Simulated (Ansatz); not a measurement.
An Ansatz (an electronic-structure program) run: Al2O3 with a change (biaxial strain +1.50 %, plane normal [001], relaxed out of plane); Ansatz LDA, without spin-orbit coupling.

Input:

Ansatz 0.2 input:
```yaml
crystal:
  lattice:
    - [4.8001378508, 0, 0]
    - [2.4000689254, 4.1570413205, 0]
    - [2.4000689254, -1.3856804402, 4.2649771331]
  atoms:
    - { symbol: Al, position: [0.704048666, 0.647975667, 0.943927001] }
    - { symbol: Al, position: [0.704048666, 0.147975667, 0.443927001] }
    - { symbol: Al, position: [0.295951334, 0.352024333, 0.056072999] }
    - { symbol: Al, position: [0.295951334, 0.852024333, 0.556072999] }
    - { symbol: O, position: [0.5, 0.4441380308, 0.25] }
    - { symbol: O, position: [0.8058619692, 0.75, 0.25] }
    - { symbol: O, position: [0.5, 0.5558619692, 0.75] }
    - { symbol: O, position: [0.8058619692, 0.9441380308, 0.75] }
    - { symbol: O, position: [0.1941380308, 0.25, 0.75] }
    - { symbol: O, position: [0.1941380308, 0.0558619692, 0.25] }
basis: { ecutwfc: 420, ecutrho_ratio: 4, xc_grid: 2, fft_grid_basis: typed }
kpoints: { mp_grid: { grid: [9, 9, 9] } }
hamiltonian:
  xc: lda
  dispersion: none
  pseudopotentials: { kind: paw }
scf: { occupations: { method: fermi_dirac, width: 0.05 } }
relax: { f_tol: 0.005, max_steps: 50, cell: { stress_tol: 0.01, fix: [a, b, gamma] } }
output: { forces: true, stress: true }
checkpoint: { write: state.ck, write_every: 1000 }
```

Output (explanatory and most iteration lines left out):

```
Relaxation: its limit of steps is 50 (relax.max_steps)
Pseudopotential: Al, paw, valence charge 3
Pseudopotential: O, paw, valence charge 6
Crystal: 10 atoms, lattice volume = 85.105 Å³
Basis set: ecut = 420 eV, 1647 PW (Γ), exchange–correlation on 72×72×72 points (8 copies of the dense FFT grid, shifted against one another)
Bands: 34, of which v1, the nominal top of the filled ones, is band 24 counted from 1 (23 counted from 0)
Symmetry: 12 space group operations
Space group: R-3c (ITA 167), of the structure as read, at distance tolerance 4.4e-5 Å
k-points: 85 of 729
Functional: x = slater, c = lda
SCF iter   1: F=—  HF=-5399.852063 eV  |F-HF|=—  |Δ(HF+E_count)|=         —  Δρ=1.72e-2  dr2=2.16e-1  ethr=1.77e-3  ⟨swp⟩=7.7  Hψ=15680  notcnv=0  defer=52
SCF iter   2: F=—  HF=-5399.786847 eV  |F-HF|=—  |Δ(HF+E_count)|=   6.52e-2  Δρ=3.96e-3  dr2=5.23e-3  ethr=4.50e-4  ⟨swp⟩=2.6  Hψ=5663  notcnv=0  defer=343
SCF 1 converged in 6 iterations: F = -5399.784761 eV  dr2 = 3.78e-9
relax step   1: F+E_penalty+E_count = -5399.78476099 eV  Δ(F+E_penalty+E_count) = +0.000e0 eV  max|allowed force component| = 1.694e-1 eV/Å  Δτ_max = 0.0000 Å  P = -5.733 GPa  Ω = 85.105 Å³  fix = [a, b, gamma]  reactions: a -8.869, b -8.869 GPa  (6 SCF iters, dr2 threshold 1.00e-7 eV, accepted)
[... steps on the carried basis left out ...]
relax step   6: F+E_penalty+E_count = -5399.78929049 eV  Δ(F+E_penalty+E_count) = +1.266e-4 eV  max|allowed force component| = 5.468e-5 eV/Å  Δτ_max = 0.0001 Å  P = -5.641 GPa  Ω = 85.091 Å³  energy of the carried Pulay correction = +1.008e-4 eV  fix = [a, b, gamma]  reactions: a -8.461, b -8.461 GPa  (4 SCF iters, dr2 threshold 2.51e-8 eV, accepted)
Crystal: 10 atoms, lattice volume = 85.091 Å³
SCF iter   1: F=—  HF=-5399.789155 eV  |F-HF|=—  |Δ(HF+E_count)|=         —  Δρ=3.46e-6  dr2=2.07e-9  ethr=1.85e-8  ⟨swp⟩=3.3  Hψ=24117  notcnv=0
SCF iter   2: F=—  HF=-5399.789155 eV  |F-HF|=—  |Δ(HF+E_count)|=   7.13e-8  Δρ=1.75e-6  dr2=6.56e-10  ethr=4.31e-12  ⟨swp⟩=2.7  Hψ=5158  notcnv=0
SCF 7 converged in 5 iterations: F = -5399.789155 eV  dr2 = 2.44e-13
SCF converged after 5 iterations
Free energy (F): -5399.789155 eV
Internal energy: -5399.789155 eV  (E = F + TS)
E sigma→0 (E₀):  -5399.789155 eV
Fermi energy:    10.552304 eV
--- Forces (eV/Å), atoms counted from 1 ---
  atom   1  Al     0.00000000     0.00000000    -0.00005509
  atom   2  Al    -0.00000000     0.00000000    -0.00005509
  atom   3  Al     0.00000000    -0.00000000     0.00005509
  atom   4  Al     0.00000000    -0.00000000     0.00005509
  atom   5  O     -0.00001615    -0.00002798    -0.00000000
  atom   6  O      0.00003230    -0.00000000    -0.00000000
  atom   7  O      0.00001615     0.00002798     0.00000000
  atom   8  O      0.00001615    -0.00002798    -0.00000000
  atom   9  O     -0.00003230     0.00000000    -0.00000000
  atom  10  O     -0.00001615     0.00002798     0.00000000
--- Stress (GPa, compression-positive) ---
       -8.469982      -0.000000      -0.000000
        0.000000      -8.469982      -0.000000
        0.000000      -0.000000       0.007789
  P = ⅓ Tr σ = -5.6441 GPa (-56.441 kbar)
--- Relaxed structure (6 steps of the walk, 6 accepted, 1 SCFs on fresh bases) ---
  cell:  # Å, volume = 85.0914 Å³
    - [4.800137850823073, 8.84641129474446e-43, -1.4011501691448035e-34]
    - [2.4000689254115364, 4.157041320480019, 1.6244797513752495e-11]
    - [2.4000689254115364, -1.3856804401766702, 4.264297891387811]
  atoms:
    - { symbol: Al, position: [0.7056584797616636, 0.6471707601191681, 0.9415122803575047] }
    - { symbol: Al, position: [0.7056584797616634, 0.1471707601191683, 0.4415122803575049] }
    - { symbol: Al, position: [0.29434152023833665, 0.35282923988083165, 0.058487719642495065] }
    - { symbol: Al, position: [0.2943415202383367, 0.8528292398808316, 0.558487719642495] }
    - { symbol: O, position: [0.4999999999999999, 0.44504077519449353, 0.25000000000000006] }
    - { symbol: O, position: [0.8049592248055062, 0.7499999999999999, 0.25000000000000006] }
    - { symbol: O, position: [0.5000000000000001, 0.5549592248055064, 0.7499999999999999] }
    - { symbol: O, position: [0.8049592248055063, 0.9450407751944935, 0.75] }
    - { symbol: O, position: [0.1950407751944936, 0.24999999999999992, 0.7499999999999999] }
    - { symbol: O, position: [0.19504077519449356, 0.054959224805506454, 0.24999999999999997] }
```

Stability against distortions was not tested. The cell was made from Al$_{2}$O$_{3}$ in the corundum structure (space group R-3c, No. 167) by this change: biaxial strain +1.50 %, plane normal [001], relaxed out of plane.
